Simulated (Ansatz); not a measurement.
The starting structures come from a database of crystals and need not be the phases stable at ambient conditions.

By PBEsol, the system below comes out a metal.

Crystal: Re₃W (P6_3/mmc, not sure to be the ambient phase, 8 atoms a cell, 15.4 Å³ an atom, -12 GPa at this level); planes in its conventional cell.

The numbers are results of PBEsol (plane waves, PAW; Ansatz, an electronic-structure program), not measurements.

Ballistic conductance counts the channels of both spins, as a mean over 0.1 eV about the Fermi level; spin-orbit coupling is left out.

```tsv
plane	area (Å²)	G/A (10¹⁵ S/m²)
(100)	25.5	1.1
(001)	27.1	[?]
```

Problem. Complete the blanks.

Solution. 
- (001), G/A (10¹⁵ S/m²): 1.4
